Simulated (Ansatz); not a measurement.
Response to strain in HfC

Start from HfC in the rock salt structure (space group Fm-3m, No. 225; a = 4.6071 Å; relaxed with 0.1 eV smearing). Axes: x, y, z lie along the cube axes.

Strains are applied to the cell and any free atomic positions relax.

Level of theory: Ansatz (an electronic-structure program) PBEsol, no spin-orbit coupling.

Notes on the quantities. energy relative to the base: free energy F; pressure: mean of the normal stresses, compression positive.

| case | energy relative to the base | pressure |
|---|---|---|
| base | 0 meV/atom | 0.0 GPa |
| tensor shear ε_xy = +1.43 % | +5.4 meV/atom | 0.0 GPa |
| tensor shear ε_xy = +0.29 % | +0.2 meV/atom | 0.0 GPa |
| tensor shear ε_xy = +2.00 % | +11 meV/atom | 0.1 GPa |
| tensor shear ε_xy = +1.14 % | +3.5 meV/atom | 0.0 GPa |
| tensor shear ε_xy = +0.57 % | +0.9 meV/atom | 0.0 GPa |
| tensor shear ε_xy = +1.71 % | +7.8 meV/atom | 0.1 GPa |
| tensor shear ε_xy = +0.86 % | +2.0 meV/atom | 0.0 GPa |

Stability against distortions was not tested. The final runs are not spin-polarised.
